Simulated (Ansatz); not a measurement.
**rock-salt MgO (1 1 0) on silicon (1 1 0) (film strained to the substrate, faces as cut)**

A periodic stack without vacuum, rock-salt MgO (1 1 0) on silicon (1 1 0) (film strained to the substrate, faces as cut): substrate slab Si32, film Mg24O24, surface cells [[0, 2], [-1, 0]] and [[-1, 2], [-1, -1]], film strained by +5.0 and +5.0 %, faces Si/Si and MgO/MgO as cut (like faces can put a slab off its formula).

The start was prepared with a machine-learned potential, and the result is one local minimum, with the in-plane cell held and forces under 0.04 eV/Å; the film can end far from its bulk form.

Method: PBE (plane waves to 420 eV, PAW; Ansatz, a quantum-chemistry and plane-wave program). No spin–orbit coupling; PBE gaps are too small against experiment. Its k-point mesh 3×4×1, Fermi–Dirac width 0.05 eV.

interface area: 42.3 Å²
period: 27.84 Å
gaps between the outermost planes at the two interfaces: 1.45 and 1.45 Å
Mg–Si contacts across the interfaces within 1.22 times the sum of covalent radii: 10, mean 2.77 Å
O–Si contacts across the interfaces within 1.22 times the sum of covalent radii: 4, mean 1.75 Å
spin-polarised check at this geometry: falls back to no moment

```
Mg3O3Si4
1.0
    7.72560     0.00337    -0.42056
    0.00442     5.46853     0.12673
   -0.24781     2.01681    27.95142
Si Mg O
32 24 24
Direct
  0.54001   0.46939   0.10475
  0.03705   0.45481   0.10703
  0.78762   0.21517   0.09963
  0.29086   0.22361   0.11256
  0.76947   0.96387   0.03264
  0.24672   0.02187   0.04501
  0.03116   0.73192   0.03802
  0.49978   0.77239   0.04005
  0.06965   0.39953   0.24344
  0.57102   0.39469   0.24442
  0.32018   0.14660   0.24631
  0.82039   0.14865   0.24160
  0.30724   0.92406   0.17794
  0.80002   0.93599   0.17137
  0.55670   0.67613   0.17510
  0.05091   0.68850   0.17415
  0.60039   0.33446   0.38217
  0.10615   0.32207   0.38314
  0.84984   0.08653   0.37933
  0.35704   0.07466   0.38591
  0.83690   0.86401   0.31096
  0.33668   0.86189   0.31568
  0.08739   0.61103   0.31384
  0.58607   0.61589   0.31284
  0.12594   0.27860   0.51922
  0.65735   0.23825   0.51718
  0.38769   0.04706   0.52455
  0.91040   0.98863   0.51225
  0.36948   0.79543   0.45764
  0.86623   0.78696   0.44469
  0.61707   0.54126   0.45250
  0.12004   0.55583   0.45023
  0.22140   0.16596   0.63896
  0.53030   0.81051   0.64425
  0.87091   0.49673   0.65156
  0.14889   0.71819   0.58258
  0.56680   0.39811   0.59546
  0.83299   0.98026   0.59851
  0.90406   0.43821   0.75502
  0.23888   0.09976   0.74938
  0.57445   0.76681   0.75209
  0.89359   0.96355   0.70078
  0.22782   0.62360   0.69559
  0.55953   0.29099   0.69944
  0.59767   0.71998   0.85783
  0.92929   0.38713   0.86170
  0.26351   0.04711   0.85648
  0.58273   0.24397   0.80517
  0.91825   0.91097   0.80787
  0.25311   0.57254   0.80227
  0.32417   0.03052   0.95874
  0.59021   0.61266   0.96176
  0.00858   0.29231   0.97477
  0.28620   0.51396   0.90568
  0.62683   0.20055   0.91298
  0.93574   0.84474   0.91830
  0.35979   0.93917   0.58479
  0.70455   0.68075   0.60595
  0.10829   0.36512   0.57652
  0.04606   0.82363   0.64395
  0.38953   0.46731   0.64549
  0.72032   0.16369   0.64813
  0.06156   0.29792   0.69516
  0.39094   0.95562   0.69539
  0.73190   0.62699   0.70462
  0.73926   0.10249   0.75391
  0.07467   0.77034   0.75228
  0.40331   0.43172   0.74990
  0.75383   0.57908   0.80736
  0.08248   0.24036   0.80498
  0.41786   0.90821   0.80334
  0.42534   0.38362   0.85266
  0.76617   0.05517   0.86184
  0.09564   0.71269   0.86208
  0.43667   0.84693   0.90913
  0.76753   0.54364   0.91176
  0.11106   0.18696   0.91332
  0.04895   0.64551   0.98071
  0.45257   0.32991   0.95130
  0.79733   0.07175   0.97239
```
